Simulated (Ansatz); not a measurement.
Consider interstitial P in silicon strained by +1.5 % along x and y, z held, charge state +1. The step: a direct jump of one P atom; the atom moves 1.67 Å along (-0.20, 0.00, 0.23) of the unit cell; the moving atom starts with neighbours Si at 2.16, Si at 2.28, Si at 2.30, Si at 2.75 Å and ends with Si at 2.16, Si at 2.28, Si at 2.30, Si at 2.75 Å. DFT values are from Ansatz (plane-wave PAW, 420 eV unless said) in a cell of 64 host sites, spin-restricted, static, with no finite-size correction. The charge state is imposed; whether it is stable for some Fermi level was not computed. Sites that were not tried may lie lower. For the PBE band: the saddle point's order was not checked, and it lies on a symmetry element of the cell, where a band can be held.

| Level | Forward barrier (eV) | Cost of the band or of the saddle's single point |
|---|---|---|
| CHGNet universal potential (has no charge state), its own band | 0.02 | - |
| PBE, a 2×2×2 k-point mesh shifted by half a step, band relaxed | 0.55 | about 60 core-minutes (a rough figure) |
| PBE, a 3×3×3 k-point mesh shifted by half a step, same geometries | 0.53 | roughly 7 core-minutes |

Ansatz is a program for electronic structure.
